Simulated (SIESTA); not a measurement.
SIESTA run on SrCl2 (P1, 3 atoms in the cell): self-consistent single point.

Method of the run: LDA PW92, numerical atomic orbitals DZP, PseudoDojo LDA standard norm-conserving potentials (rewritten from UPF to PSML) run with SIESTA.

The change in words: atoms moved at random. Reference geometry:
```
SrCl2
1.0
    0.00000     3.49974     3.49974
    3.49974     0.00000     3.49974
    3.49974     3.49974     0.00000
Sr Cl
1 2
Direct
  0.00000   0.00000   0.00000
  0.75000   0.75000   0.75000
  0.25000   0.25000   0.25000
```

Reference input (self-consistent single point, DFT, LDA PW92, numerical atomic orbitals DZP, PseudoDojo LDA standard norm-conserving potentials (rewritten from UPF to PSML)): XC.functional = LDA; XC.authors = PW92; potentials = PseudoDojo LDA standard; PAO.BasisSize = DZP; PAO.EnergyShift = 0.01 Ry; MeshCutoff = 350 Ry; kgrid.MonkhorstPack = 8 8 8; OccupationFunction = FD; ElectronicTemperature = 10 meV; MaxSCFIterations = 150; SCF.Mixer.Method = Broyden; SCF.Mixer.Weight = 0.2. This run's input differs from it in these lines:

```diff
@@ -18,5 +18,5 @@
 %block AtomicCoordinatesAndAtomicSpecies
-     0.000000000    0.000000000    0.000000000  1
-     5.249617500    5.249617500    5.249617500  2
-     1.749872500    1.749872500    1.749872500  2
+     0.069154961    0.002915288    0.016305312  1
+     5.224401837    5.221602041    5.232447751  2
+     1.705933202    1.774969171    1.750733437  2
 %endblock AtomicCoordinatesAndAtomicSpecies
```

Output (repeated stretches shortened):

```
        iscf     Eharris(eV)        E_KS(eV)     FreeEng(eV)     dDmax    Ef(eV) dHmax(eV)
   scf:    1    -1832.033056    -1829.529871    -1829.529871  1.600865 -6.251364  2.927073
   scf:    2    -1829.730551    -1829.634937    -1829.634937  0.021875 -6.562853  2.113795
   scf:    3    -1829.762029    -1829.713712    -1829.713712  0.042541 -4.441398  0.466704
   scf:    4    -1829.720288    -1829.717262    -1829.717262  0.012879 -4.606687  0.121810
   scf:    5    -1829.717725    -1829.717522    -1829.717522  0.004199 -4.664461  0.007414
   scf:    6    -1829.717527    -1829.717524    -1829.717524  0.000146 -4.664173  0.005306
   scf:    7    -1829.717528    -1829.717526    -1829.717526  0.000137 -4.663717  0.003379
   scf:    8    -1829.717527    -1829.717527    -1829.717527  0.000099 -4.663313  0.002005
   scf:    9    -1829.717527    -1829.717527    -1829.717527  0.000060 -4.663068  0.001172
   scf:   10    -1829.717527    -1829.717527    -1829.717527  0.000039 -4.662794  0.000680
SCF Convergence by DM+H criterion
max |DM_out - DM_in|         :     0.0000391506
max |H_out - H_in|      (eV) :     0.0006798573
SCF cycle converged after 10 iterations

Using DM_out to compute the final energy and forces

siesta: E_KS(eV) =            -1829.7175

siesta: E_KS - E_eggbox =     -1829.7175

siesta: Atomic forces (eV/Ang):
     1   -0.393477   -0.007561   -0.061503
     2    0.154648    0.092204    0.065664
     3    0.234714   -0.087840   -0.004724
   Tot   -0.004115   -0.003197   -0.000563
   Max    0.393477
   Res    0.169385    sqrt( Sum f_i^2 / 3N )
   Max    0.393477    constrained

Stress tensor Voigt[x,y,z,yz,xz,xy] (kbar):       39.68       38.39       38.60       -1.06        1.96        0.85
(Free)E + p*V (eV/cell)    -1831.7984
Target enthalpy (eV/cell)    -1829.7175

   [... lines left out ...]
siesta: FreeEng =     -1829.717527
   [... lines left out ...]
siesta:     0.024766    0.000534    0.001222
siesta:     0.000534    0.023959   -0.000662
siesta:     0.001222   -0.000662    0.024091

siesta: Cell volume =         85.731259 Ang**3

siesta: Pressure (static):
siesta:                Solid            Molecule  Units
siesta:          -0.00026436         -0.00034309  Ry/Bohr**3
siesta:          -0.02427212         -0.03150144  eV/Ang**3
siesta:         -38.88822747        -50.47087334  kBar
```

The run converged in 10 iterations. Against the reference run the free energy goes up by 8.1 meV/atom, the pressure goes from -4.06 to -3.89 GPa, the largest force goes from 0.000 to 0.398 eV/Å and the gap on the mesh goes from 4.616 to 4.590 eV.

The starting cell comes from a database of computed structures (which also holds hypothetical and non-ambient phases and stackings), without a prior relaxation at this level. For this run, on top of that: atoms moved at random. Values carry the incompleteness of an atom-centred basis. The basis of the alkali or alkaline-earth atoms may lack their empty d shell, which can raise the gap. With a pressure of about -4 GPa the cell is away from its equilibrium volume at this level.
